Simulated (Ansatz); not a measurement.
Take BN in the h-BN type structure (space group P6_3/mmc, No. 194; a = 2.4997 Å, c = 6.5253 Å; layered, stacked along the Cartesian z axis) as the base. Axes: x lies along a and z along c of the hexagonal cell.

All numbers come from r2SCAN+rVV10 (Ansatz, a quantum-chemistry and plane-wave program), without spin-orbit coupling, earlier PAW set.

For the base:

| Quantity | Value |
|---|---|
| Band gap | 4.74 eV |
| Smallest direct gap | 5.18 eV |
| Pressure | 0.00 GPa |

One thing is altered: uniaxial strain ε_xx = +2.85 %, all other strain components held at zero, atoms relaxed at fixed cell.

Problem. How does this affect the band gap, smallest direct gap, energy relative to the base and pressure?

Solution. The band gap shrinks by 0.15 eV (4.74 eV → 4.59 eV); the smallest direct gap falls by 0.21 eV, from 5.18 eV to 4.97 eV; the energy rises by 20 meV/atom; the pressure (mean of the normal stresses, compression positive) goes from zero to -9.92 GPa.

Gaps are read on the SCF mesh and a high-symmetry path. Stability against distortions was not tested.
